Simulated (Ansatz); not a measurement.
## CdTe under load (space group F-43m): band-edge transport data

Here is the system:

```
CdTe
1.0
    0.00000     3.30503     3.30503
    3.30503     0.00000     3.30503
    3.30503     3.30503     0.00000
Cd Te
1 1
Direct
  0.00000   0.00000   0.00000
  0.25000   0.25000   0.25000
```

These are PBEsol with spin-orbit coupling, rigid bands (plane waves, PAW; Ansatz, a first-principles code) values and carry that method's errors. Condition of this run: hydrostatic pressure -2 GPa with spin-orbit coupling (the target of the relaxation). Cell: cell and atoms relaxed with PBEsol, then loaded as said.

The band gap is 0.22 eV, the hole conductivity mass (300 K, dilute) is 0.61 mₑ and the effective density of states N_v (300 K) comes out as 2.0e19 cm⁻³. The density-of-states mass, holes comes out as 0.85 mₑ and the Seebeck coefficient, p-type 1e19 cm⁻³, 300 K is 275 μV/K. The best p-type power factor at 300 K for τ = 10 fs (best axis; densities from 1e16 to 1e21 cm⁻³ tried, whether or not they can be reached) is 5.2 μW/(cm·K²) at 1e20 cm⁻³.

Rigid bands; masses and Seebeck coefficients take one relaxation time τ for all states and one kind of carrier; polarons and phonon drag are left out.
